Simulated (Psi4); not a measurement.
Psi4 1.11, WB97X/def2-tzvp: Se(Cl)2 (Cl[Se]Cl), 3 atoms. The geometry is a generated start, not checked to be a minimum at this level.

```
Property                              Value
--------------------------  ---------------
task                                 energy
method                                wb97x
basis                             def2-tzvp
memory                                 3 GB
maxiter                                 100
keys of the molecule block      symmetry c1
scf_type                       df (default)
e_convergence               1e-06 (default)
d_convergence               1e-06 (default)
dft_radial_points              75 (default)
dft_spherical_points          302 (default)
basis functions                         122
grid points                           62665
```

```xyz
3

Se     0.0486    -0.0436     0.9118
Cl     1.0426     1.2630    -0.4532
Cl    -1.0912    -1.2194    -0.4586
```

With the defaults (diis = true, scf_initial_accelerator = adiis, damping_percentage = 0, guess = auto, which took SAD, level_shift = 0, level_shift_cutoff = 0.01, soscf = false, soscf_start_convergence = 0.01, diis_start = 1, diis_max_vecs = 10) it converges in 8 SCF iterations. One run each on 2 threads, with these changes:
- scf_initial_accelerator = ediis
- soscf = true
- guess = sadno
- diis_start = 4
- guess = core
- level_shift = 0.1, level_shift_cutoff = 0.001
- diis = false, scf_initial_accelerator = none, damping_percentage = 60
- diis_max_vecs = 20
- soscf = true, soscf_start_convergence = 0.001

**Question.** Which runs fail or end elsewhere than the default run?

**Answer.** No convergence: diis = false, scf_initial_accelerator = none, damping_percentage = 60 (the run ends without SCF convergence in 100 iterations). The rest reach the solution of the defaults.

```json
[
 {"setting": "soscf = true", "SCF iterations": "6", "JK calls": "17", "end": "same solution"},
 {"setting": "soscf = true, soscf_start_convergence = 0.001", "SCF iterations": "6", "JK calls": "17", "end": "same solution"},
 {"setting": "the defaults", "SCF iterations": "8", "JK calls": "9", "end": "same solution"},
 {"setting": "scf_initial_accelerator = ediis", "SCF iterations": "8", "JK calls": "9", "end": "same solution"},
 {"setting": "diis_max_vecs = 20", "SCF iterations": "8", "JK calls": "9", "end": "same solution"},
 {"setting": "level_shift = 0.1, level_shift_cutoff = 0.001", "SCF iterations": "9", "JK calls": "10", "end": "same solution"},
 {"setting": "guess = sadno", "SCF iterations": "9", "JK calls": "9", "end": "same solution"},
 {"setting": "diis_start = 4", "SCF iterations": "10", "JK calls": "11", "end": "same solution"},
 {"setting": "guess = core", "SCF iterations": "13", "JK calls": "13", "end": "same solution"},
 {"setting": "diis = false, scf_initial_accelerator = none, damping_percentage = 60", "SCF iterations": "100", "JK calls": "101", "end": "no convergence"}
]
```

An SOSCF iteration holds several JK calls; a Hückel guess adds calls on atoms.
